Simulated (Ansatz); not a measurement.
The parent structure is MoS2 (space group P6_3/mmc, No. 194; a = 3.149 Å, c = 12.089 Å; layered, stacked along the Cartesian z axis).

Calculations: PBE-D3(BJ)/PAW in Ansatz (a first-principles code), no spin-orbit coupling.

One change was made to it. Results:

The band gap shrinks by 0.058 eV (0.77 eV → 0.72 eV); the valence-band top at Γ (three highest levels, from the VBM) becomes 0.00, -1.06, -1.35 eV (base: 0.00, -1.11, -1.29 eV); the c/a ratio drops by 0.029 to 3.810; the lattice parameter a falls by 0.6 pm, from 314.9 pm to 314.3 pm.

### Question
Name the change that was made.
A) pressure 10 GPa
B) pressure 1.5 GPa
C) pressure 0.7 GPa

### Answer
C, pressure 0.7 GPa. For comparison, the band gap in the other runs: pressure 1.5 GPa gives 0.66 eV; pressure 10 GPa gives 0.27 eV.

Load acts through the strain it causes; cell and atoms are relaxed under it. Stability against distortions was not tested. No other phases were tried under pressure. A zero or small gap of MoS2 under pressure 10 GPa can be the functional's error rather than a property of the material.
